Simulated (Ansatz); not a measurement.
Functionals compared on a constructed model of the (0001) surface of hcp Ru, a pseudomorphic layer of Mn in the host's stacking (bottom of the slab: a bare face, its two planes held), in Ansatz (plane waves, PAW). The structure was relaxed with PBE; the other rows are single points on it. Cutoff 420 eV.

Model: 7-atom slab, 13.3 Å thick at the start with caps and adatoms (thin: gaps and levels are the slab's own), 16x16x1 mesh, Fermi-Dirac 0.1 eV, dipole correction, 2 atoms held, the rest relaxed; start symmetry kept, larger cells not searched; spin-polarised, ending with about 3.4 μB a cell; orders that need a larger cell were not tried, no spin-orbit, no U. It is one candidate, not shown to be the stable structure of the face. These notes are the PBE run's.

| functional | work function of the top face (eV) | magnetic moment of the cell (μB) | rough cost of the single point |
|---|---|---|---|
| PBE | 4.35 | 3.43 | – |
| RPBE | 4.22 | 3.49 | around 50 core-seconds (rough) |

Ansatz is a quantum-chemistry and plane-wave program.
